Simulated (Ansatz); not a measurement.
## Effect of isotropic strain −2.00 % on BN

Start from BN in the zinc blende structure (space group F-43m, No. 216; a = 3.606 Å).

Modification: an isotropic linear strain of −2.00 %, atoms relaxed at fixed cell.

All numbers come from PBEsol in Ansatz (plane waves to 420 eV, PAW, without spin-orbit coupling). k-mesh 16×16×16 (Γ-centred); smearing 0.05 eV (Fermi–Dirac).

- Volume per atom: 5.52 Å³ (base 5.86 Å³)
- Space group: F-43m (No. 216) (base F-43m (No. 216))
- Shortest interatomic distance: 1.530 Å (base 1.561 Å)
- Energy relative to the base (free energy F): +27 meV/atom
- Band gap: 4.36 eV (base 4.30 eV)
- Gap character: indirect, Γ → X (base indirect, Γ → X)
- Smallest direct gap: 9.09 eV (base 8.81 eV)
- Mean gap deformation potential ΔEg/Δln V: -1.0 eV
- Width of the top valence band: 7.08 eV (base 6.64 eV)
- Electron mass: 0.87 mₑ along k, 0.29 mₑ across (at X) (base 0.89 mₑ along k, 0.29 mₑ across (at X))
- Hole mass (degenerate bands, along [100]): 0.50, 0.50, 0.53 mₑ (at Γ) (base 0.52 mₑ (at Γ))

Final structure:

```
CELL_PARAMETERS angstrom
      0.00000     1.76678     1.76678
      1.76678     0.00000     1.76678
      1.76678     1.76678     0.00000
ATOMIC_POSITIONS crystal
  B  0.00000 0.00000 0.00000
  N  0.25000 0.25000 0.25000
```

Cost of the whole job for the changed cell (relaxation, final SCF and bands): around 3 core-seconds (rough).

Effective masses come from finite differences of ±0.01 Å⁻¹. Along k means along the line from Γ to the band edge. Stability against distortions was not tested.

Ansatz is an electronic-structure program.
